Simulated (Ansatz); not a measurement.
The starting structures come from a database of crystals and need not be the phases stable at ambient conditions.

Tunnelling through a barrier is set by its complex band structure: the current falls as exp(−2κd) with the smallest κ.

Data:

```
Ba2Li3TaN4
1.0
    5.71872     0.00000     0.00000
    0.00000    11.13461     0.00000
    2.85936    -2.74338     4.97681
Ba Li Ta N
4 6 2 8
Cartesian
  4.10781   7.98658   3.45420
  4.47027   0.40465   1.52260
  1.24845   5.97195   1.52260
  7.32963   2.41928   3.45420
  5.05741   5.60758   4.97681
  3.52067   2.78365   0.00000
  6.89958   8.88612   3.22338
  1.67850  -0.49489   1.75343
  4.04022   5.07242   1.75343
  4.53786   3.31881   3.22338
  4.93257   8.35096   0.00000
  0.78615   2.78365   0.00000
  5.32819   3.55323   1.37668
  3.24989   4.83800   3.60012
  2.46883  -0.72930   3.60012
  6.10925   9.12053   1.37668
  3.77127   6.95341   0.76503
  4.80681   1.43782   4.21177
  6.63063   7.00513   4.21177
  1.94745   1.38610   0.76503
```

Space group of this cell: C2/c. The cell is taken as given; by r2SCAN its mean pressure is -2.7 GPa.

Transport runs along the normal of the first two printed cell vectors.

The gap is the functional's own, uncorrected, and κ follows it; spin-orbit coupling is left out. Mid-gap values are interpolated between the computed energies.

Problem. Predict the band gap and the smallest decay constant κ at mid-gap from r2SCAN run with Ansatz (a program for electronic structure).

Solution. Gap 2.86 eV on a 6×4×6 mesh; κ = 0.326 1/Å, at the zone centre.
